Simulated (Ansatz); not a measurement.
Results of PBEsol (PAW; Ansatz, a quantum-chemistry and plane-wave program) for 1T (CdI2-type) FeI2.

Numerical settings: plane-wave cutoff 500 eV, 12×12×6 k mesh (along the axes of the cell as run), Fermi–Dirac smearing 0.05 eV, spin-polarised with parallel moments, scalar-relativistic PAW data made under PBE.

Computed at the level's own relaxed cell.

### Question
Give the computed volume per atom, lattice parameter a and lattice parameter c.

### Answer

volume per atom: 30.19 Å³/atom
lattice parameter a: 3.906 Å
lattice parameter c: 6.854 Å

Note: the magnetic order was assumed, not searched for or taken from measurement; the cell comes from a level without a dispersion term, which matters for the spacing of layers, chains or molecules; the volume lies 5 % below that of the published cell; the cell has widely spaced layers and the level no dispersion term, so their spacing and the moduli can rest on weak binding.

Spin–orbit coupling is not included.

The computed numbers hold no vibrational or temperature effects.
